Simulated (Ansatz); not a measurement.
## Sc: pressure series

Start from Sc in the hcp (Mg type) structure (space group P6_3/mmc, No. 194; a = 3.3194 Å, c = 5.1664 Å).

Cell and atoms are relaxed at each pressure.

The values are results of Ansatz (a quantum-chemistry and plane-wave program), PBE, PAW, cutoff 420 eV, without spin-orbit coupling, not measurements.

Notes on the quantities. enthalpy: H = E + PV relative to the base's energy.

```json
[
 {"variant": "base", "volume per atom": "24.65 Å³", "enthalpy": "–"},
 {"variant": "pressure −2 GPa", "volume per atom": "25.64 Å³", "enthalpy": "-0.31 eV/atom"},
 {"variant": "pressure −1 GPa", "volume per atom": "25.12 Å³", "enthalpy": "-0.16 eV/atom"},
 {"variant": "pressure 0.9 GPa", "volume per atom": "24.25 Å³", "enthalpy": "+0.14 eV/atom"},
 {"variant": "pressure 2.1 GPa", "volume per atom": "23.77 Å³", "enthalpy": "+0.32 eV/atom"},
 {"variant": "pressure 4.5 GPa", "volume per atom": "22.90 Å³", "enthalpy": "+0.67 eV/atom"},
 {"variant": "pressure 9 GPa", "volume per atom": "21.57 Å³", "enthalpy": "+1.29 eV/atom"},
 {"variant": "pressure 15 GPa", "volume per atom": "20.18 Å³", "enthalpy": "+2.07 eV/atom"},
 {"variant": "pressure 22.5 GPa", "volume per atom": "18.83 Å³", "enthalpy": "+2.98 eV/atom"},
 {"variant": "pressure 30 GPa", "volume per atom": "17.72 Å³", "enthalpy": "+3.84 eV/atom"}
]
```

Load acts through the strain it causes; cell and atoms are relaxed under it. Stability against distortions was not tested. No other phases were tried under pressure. The final runs are not spin-polarised.
